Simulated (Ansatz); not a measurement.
Ansatz (a program for electronic structure) run on Cr (Im-3m, 1 atom in the cell): self-consistent single point.

Method: PBE (plane waves, PAW; Ansatz).

```yaml
crystal:
  lattice:
    - [-1.44000, 1.44000, 1.44000]
    - [1.44000, -1.44000, 1.44000]
    - [1.44000, 1.44000, -1.44000]
  atoms:
    - { symbol: Cr, position: [0.00000, 0.00000, 0.00000], spin: 3.0 }
```
(The spins are starting values, not results.)

Reference input (self-consistent single point, DFT, PBE, plane waves, default PAW files): basis.ecutwfc = 420 eV; kpoints.mp_grid.grid = 11 11 11; hamiltonian.xc = pbe; hamiltonian.pseudopotentials = {kind: paw} (the program's default PAW files); magnetization.spin_polarized = true; scf.occupations.method = methfessel_paxton; scf.occupations.width = 0.2 eV. This run's input differs from it in these lines:

Ansatz 0.2 input:
```diff
@@ -18,3 +18,3 @@
 scf:
-  occupations: { method: methfessel_paxton, width: 0.2 }
+  occupations: { method: fermi_dirac, width: 0.1 }
 output:
```

Log, with long lists cut:

```
SCF iter   1: F=—  HF=-3380.977806 eV  |F-HF|=—  |Δ(HF+E_count)|=         —  Δρ=3.40e-1 (↑3.40e-1 ↓1.45e-1)  dr2=5.74e0  dr2_m=5.87e0  M=0.190 μB ∫|m|=0.192 μB  β_m=0.30  ethr=3.10e-3  ⟨swp⟩=4.0  Hψ=6839  notcnv=0
Mixer restart at iter 1: flushing history
all-band conjugate gradients solve this SCF's bands
preconditioner: auto → none
   [... lines left out ...]
SCF iter   9: F=—  HF=-3377.731684 eV  |F-HF|=—  |Δ(HF+E_count)|=  6.98e-10  Δρ=6.30e-7 (↑6.30e-7 ↓2.75e-7)  dr2=1.20e-11  dr2_m=2.22e-11  M=0.000 μB ∫|m|=0.000 μB  β_m=0.99  ethr=3.98e-12  ⟨swp⟩=2.5  Hψ=2315  notcnv=0  defer=15
SCF iter  10: F=-3377.731684 eV  HF=-3377.731684 eV  |F-HF|=4.55e-13  |Δ(HF+E_count)|=  6.82e-12  Δρ=5.96e-8 (↑5.81e-8 ↓5.96e-8)  dr2=1.32e-12  dr2_m=5.18e-15  M=-0.000 μB ∫|m|=0.000 μB  ethr=1.00e-12  ⟨swp⟩=1.5  Hψ=3655  notcnv=0
SCF 1 converged in 10 iterations: F = -3377.731684 eV  dr2 = 1.32e-12
WARN: the starting moments were not kept: the SCF closed with an absolute magnetisation of 3.4e-8 μB, where they sum to 3 μB in size (1 site) …
Magnetization: -0.0000 μB (7.0000 up, 7.0000 down)
   [... lines left out ...]
Absolute magnetization: 0.0000 μB (∫|ρ↑−ρ↓|, with the PAW one-centre terms)
Free energy (F): -3377.731684 eV
Fermi energy:    18.681115 eV
   [... lines left out ...]
--- Forces (eV/Å), atoms counted from 1 ---
  atom   1  Cr    -0.00000000     0.00000000     0.00000000
--- Stress (GPa, compression-positive) ---
       -7.608401      -0.000000      -0.000000
        0.000000      -7.608401      -0.000000
        0.000000      -0.000000      -7.608401
  P = ⅓ Tr σ = -7.6084 GPa (-76.084 kbar)
  The stress holds the Pulay correction. Without it, at fixed plane waves, as pw.x and ABINIT print it: P = -7.6936 GPa
```

The run converged in 10 iterations. Against the reference run the free energy falls by 15.8 meV/atom and the pressure goes from -7.80 to -7.61 GPa.

The starting cell was generated: these elements placed on a structure prototype, without a prior relaxation; it need not be a known phase or ordering of this composition. The starting moments vanished: the run ended non-magnetic, which need not be the lowest state. The program warned that a starting moment was not kept. With a pressure of about -8 GPa the cell is away from its equilibrium volume at this level. Ansatz's pressure includes its estimate of the finite-basis (Pulay) stress.
